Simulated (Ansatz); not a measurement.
# A computed series for RuSi: pressure series

The reference is RuSi (space group P2_13, No. 198).

Space group P2₁3 (No. 198); a = 4.736 Å, b = 4.736 Å, c = 4.736 Å, α = 90.00°, β = 90.00°, γ = 90.00°

| atom | site | symmetry | x | y | z |
|---|---|---|---|---|---|
| Ru | 4a | .3. | 0.1292 | 0.1292 | 0.1292 |
| Si | 4a | .3. | 0.8376 | 0.8376 | 0.8376 |

Cell and atoms are relaxed at each pressure.

Levels (all Ansatz, a program for electronic structure, PAW): PBE (420 eV, spin-orbit coupling left out); r2SCAN (500 eV, scalar-relativistic without spin-orbit coupling).

The base cell above is that of PBE; each level relaxes its own structures.

| case | volume per atom, PBE | volume per atom, r2SCAN |
|---|---|---|
| pressure −2 GPa | 13.41 Å³ | 13.14 Å³ |
| pressure −1 GPa | 13.34 Å³ | 13.08 Å³ |
| pressure 1.8 GPa | 13.16 Å³ | 12.91 Å³ |
| pressure 4.2 GPa | 13.02 Å³ | 12.78 Å³ |
| pressure 9 GPa | 12.77 Å³ | 12.55 Å³ |
| pressure 18 GPa | 12.36 Å³ | 12.17 Å³ |
| pressure 30 GPa | 11.91 Å³ | 11.75 Å³ |
| pressure 45 GPa | 11.46 Å³ | 11.32 Å³ |
| pressure 60 GPa | 11.08 Å³ | 10.96 Å³ |

PBE lies above r2SCAN in every row, by 0.11 Å³ to 0.27 Å³. They put the cases in the same order.

Load acts through the strain it causes; cell and atoms are relaxed under it. Stability against distortions was not tested. Competing high-pressure phases were not computed.
